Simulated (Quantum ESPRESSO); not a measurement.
# A short convergence ladder for SrHI (P4/nmm, 6 atoms in the cell)

```
SrHI
1.0
    4.30244     0.00000     0.00000
    0.00000     4.30244     0.00000
    0.00000     0.00000     9.12510
Sr H I
2 2 2
Cartesian
  0.00000   2.15122   1.32022
  2.15122   0.00000   7.80488
  2.15122   2.15122   0.00000
  0.00000   0.00000   0.00000
  0.00000   2.15122   6.24860
  2.15122   0.00000   2.87651
```

Base method: LDA (PZ), GBRV 1.5 ultrasoft (LDA) pseudopotentials (plane waves; Quantum ESPRESSO 7.5).

Base settings: ecutwfc = 40 Ry; ecutrho = 200 Ry; occupations = fixed; potentials = {Sr: sr_lda_v1.uspp.F.UPF, H: h_lda_v1.4.uspp.F.UPF, I: i_lda_v1.uspp.F.UPF}; K_POINTS = automatic 3 3 2 0 0 0; nbnd = 20; conv_thr = 1e-08 Ry; mixing_beta = 0.5.

**Zone-centre phonons against the cutoff**

In this ladder: ph.x.tr2_ph = 1e-14; ph.x.fildyn = dyn.G; ph.x.epsil = true; dynmat.x.fildyn = dyn.G; dynmat.x.asr = simple. Moved along: ecutrho.

The mesh stays at the base's, so the ladder's end is converged at best in this setting alone.

Frequencies are those of the unrelaxed cell, without the LO-TO term of polar crystals.

Only quantities that move along the ladder and can be compared are tabulated.

```csv
ecutwfc,highest zone-centre frequency (cm⁻¹),largest Born charge (mean of the diagonal) (e)
20 Ry,856.5,2.280
24 Ry,854.0,2.271
34 Ry,855.5,2.269
40 Ry,855.2,2.270
```

Coarsest ecutwfc that holds the highest zone-centre frequency within 1 cm⁻¹ of the last step, with all finer ones: 34 Ry; the step before is off by 1.1 cm⁻¹.

Coarsest ecutwfc that holds the largest Born charge (mean of the diagonal) within 0.005 e of the last step, with all finer ones: 24 Ry; the step before is off by 0.010 e.

On the base run: the starting cell comes from a database of computed structures (which also holds hypothetical and non-ambient phases and stackings), without a prior relaxation at this level. Its lattice was rescaled by up to half a per cent.
